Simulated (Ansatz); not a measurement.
**Electron-phonon data for LiAg (Pm-3m)**

Consider the following.

```
CELL_PARAMETERS angstrom
      3.11067     0.00000     0.00000
      0.00000     3.11067     0.00000
      0.00000     0.00000     3.11067
ATOMIC_POSITIONS crystal
  Li 0.50000 0.50000 0.50000
  Ag 0.00000 0.00000 0.00000
```

All values below come from PBEsol, DFPT electron-phonon coupling, linearised Boltzmann equation (plane waves, PAW, scalar-relativistic; Ansatz, a first-principles code). Cell: relaxed with this functional, without spin-orbit coupling.

```
Item                                                                                                    Result
----------------------------------------------------------------------------------  --------------------------
resistivity at 100 K                                                                                 2.0 μΩ·cm
resistivity at 77 K                                                                                 1.42 μΩ·cm
electron mean free path at 100 K (weighted by the current that each state carries)                       55 nm
density of states at the Fermi level                                                0.30 states/(eV·spin·cell)
Hall coefficient at 100 K                                                                     -6.3 ×10⁻¹¹ m³/C
```

A metal at this level (no band gap). Only scattering by harmonic phonons is included (no impurities, grain boundaries, electron-electron scattering or thermal expansion). Spin-orbit coupling is left out. The run warned that the eigensolver left some states short of its tolerance. Halving the electron mesh (28x28x28) moves the resistivity by up to 15 % at 100 K, the mean free path by up to 2 %. Smearing 0.20 eV; phonons on a 5x5x5 q mesh, which this run doesn't test and which matters most at low temperature.

Formula and space group known from diffraction (Crystallography Open Database), not checked to be the room-temperature form: LiAg (Pm-3m).
